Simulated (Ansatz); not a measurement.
**HgSe, response to strain**

Take HgSe in the zinc blende structure (space group F-43m, No. 216) as the base.

```
CELL_PARAMETERS angstrom
      0.00000     3.06660     3.06660
      3.06660     0.00000     3.06660
      3.06660     3.06660     0.00000
ATOMIC_POSITIONS crystal
  Se 0.25000 0.25000 0.25000
  Hg 0.00000 0.00000 0.00000
```

Cartesian axes are those of the cell as printed.

Strains are applied to the cell and any free atomic positions relax; under biaxial strain the out-of-plane vector relaxes too; under stress the whole cell relaxes.

Level of theory: PBEsol (Ansatz, an electronic-structure program; PAW; 420 eV plane waves; spin-orbit coupling left out), earlier PAW set.

Notes on the quantities. energy relative to the base: free energy F; pressure: mean of the normal stresses, compression positive.

```json
[
 {"change": "base", "energy relative to the base": "0 meV/atom", "space group": "F-43m (No. 216)", "pressure": "0.0 GPa", "volume per atom": "28.84 Å³"},
 {"change": "biaxial strain −4.62 %, plane normal [001], relaxed out of plane", "energy relative to the base": "+16 meV/atom", "space group": "I-4m2 (No. 119)", "pressure": "1.3 GPa", "volume per atom": "28.01 Å³"},
 {"change": "biaxial strain +2.04 %, plane normal [001], relaxed out of plane", "energy relative to the base": "+2.7 meV/atom", "space group": "I-4m2 (No. 119)", "pressure": "-0.5 GPa", "volume per atom": "29.08 Å³"},
 {"change": "biaxial strain +2.82 %, plane normal [001], relaxed out of plane", "energy relative to the base": "+5.1 meV/atom", "space group": "I-4m2 (No. 119)", "pressure": "-0.7 GPa", "volume per atom": "29.15 Å³"},
 {"change": "uniaxial strain ε_yy = −2.74 %", "energy relative to the base": "+4.2 meV/atom", "space group": "I-4m2 (No. 119)", "pressure": "1.5 GPa", "volume per atom": "28.05 Å³"},
 {"change": "uniaxial strain ε_yy = −0.27 %", "energy relative to the base": "0.0 meV/atom", "space group": "I-4m2 (No. 119)", "pressure": "0.1 GPa", "volume per atom": "28.76 Å³"},
 {"change": "uniaxial strain ε_zz = +1.38 %", "energy relative to the base": "…", "space group": "I-4m2 (No. 119)", "pressure": "-0.7 GPa", "volume per atom": "29.24 Å³"},
 {"change": "tensor shear ε_xz = −3.65 %", "energy relative to the base": "…", "space group": "Imm2 (No. 44)", "pressure": "-0.1 GPa", "volume per atom": "28.80 Å³"},
 {"change": "tensor shear ε_xz = −0.65 %", "energy relative to the base": "…", "space group": "Imm2 (No. 44)", "pressure": "0.0 GPa", "volume per atom": "28.84 Å³"},
 {"change": "uniaxial stress, 0.5 GPa tension along z", "energy relative to the base": "+1.0 meV/atom", "space group": "I-4m2 (No. 119)", "pressure": "–", "volume per atom": "28.92 Å³"}
]
```

### Question
Complete the table.

### Answer

- uniaxial strain ε_zz = +1.38 %, energy relative to the base: +1.1 meV/atom
- tensor shear ε_xz = −3.65 %, energy relative to the base: +11 meV/atom
- tensor shear ε_xz = −0.65 %, energy relative to the base: +0.3 meV/atom

The mesh was chosen for an insulator and is coarse for the gapless case. Beyond what the load breaks, stability against distortions was not tested. All final runs are without spin polarisation.
